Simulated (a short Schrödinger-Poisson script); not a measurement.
# Symmetric double-gate stack, SiO2 on p-type GaAs

Stack: symmetric double-gate stack, SiO2 on p-type GaAs, at 300 K.

```csv
layer,material,thickness (nm),Na (cm⁻³)
1,SiO2,1.4,-
2,GaAs,20,2e15
3,SiO2,1.4,-
```

Constants are typed, rounded textbook-type inputs, not results; the design itself was drawn at random and stands for no fabricated device. SiO2: permittivity 3.9, conduction-band edge (eV) 3.17, gap (eV) 9, electron mass (mₑ) 0.5. GaAs: permittivity 12.9, conduction-band edge (eV) 0, gap (eV) 1.424, Nv at 300 K (cm⁻³) 9e18.

Channel valleys (confinement mass, in-plane density-of-states mass, number): Γ 0.067, 0.067, 1. At the gates, both at one voltage, the conduction-band edge of layer 1 lies 3.39 eV − eVg above the Fermi level of the channel. Gaps are held at their typed values at every temperature. Mesh 0.03 nm at interfaces.

From a short Schrödinger-Poisson script (our own, NumPy): 1D Poisson equation in equilibrium, electrons quantum, Hartree (BenDaniel-Duke, 12 states a valley, the channel's in-plane mass for all, wave functions ending at the dielectric), parabolic valleys, classical holes, full ionisation, no traps, pinning or gate leakage.

```
Vg (V)  electrons (cm⁻²)  C (μF/cm²)  Γ E0 (meV)  Γ E1 (meV)
------  ----------------  ----------  ----------  ----------
-0.1              2.12e6     < 0.003       334.3       376.4
-0.05             1.47e7     < 0.003       284.3       326.4
0                 1.01e8     < 0.003       234.3       276.4
0.05              7.00e8     0.00442       184.3       226.4
0.1               4.78e9      0.0297       134.6       176.7
0.15             3.05e10       0.175        86.5       128.3
0.2              1.46e11       0.623        44.7        85.6
0.25             4.23e11        1.14        14.3        53.1
0.3              8.35e11        1.48        -7.4        28.6
0.35             1.34e12        1.71       -24.1         9.0
0.4              1.89e12        1.87       -37.9        -7.8
0.45             2.50e12        1.98       -50.0       -22.7
0.5              3.13e12        2.08       -61.1       -36.4
0.55             3.79e12        2.15       -71.5       -49.2
0.6              4.47e12        2.21       -81.4       -61.3
0.65             5.17e12        2.27       -90.9       -72.9
0.7              5.89e12        2.31      -100.3       -84.2
0.75             6.61e12        2.35      -109.5       -95.2
0.8              7.35e12        2.39      -118.6      -106.0
0.85             8.10e12        2.42      -127.8      -116.6
0.9              8.86e12        2.44      -136.9      -127.1
```

Subbands count from the Fermi level. The capacitance is that of both gates.

Above a few 1e12 electrons/cm² a light Γ valley is non-parabolic and upper valleys begin to fill, which the model leaves out.
